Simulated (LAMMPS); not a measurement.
MD of Al (fcc) at zero pressure, 864 atoms, as a crystal; each row is its own run.

Computed with classical MD, pair style meam, file MoCoNiVFeAlCr_2nn.meam; code LAMMPS.

```
T (K)  volume (Å³/atom)
-----  ----------------
200              16.742
420              16.980
560              17.145
700              17.322
840              17.520
980              17.753
1120             18.064
```

Fit a straight line, y = a + b x, to these rows (x is the first column, y the second) and predict the run at x = 300.

Least squares gives a = 16.393 and b = 0.001406. At x = 300 the fit predicts 16.815 Å³/atom. The run itself gave 16.8463 ± 0.0005 Å³/atom, so the fit is 0.18 % low.

Caution (rows 980; 1120): this crystal lies over the melting point of about 940 K that MEAM MoCoNiVFeAlCr_2nn.meam gives, so it is superheated.
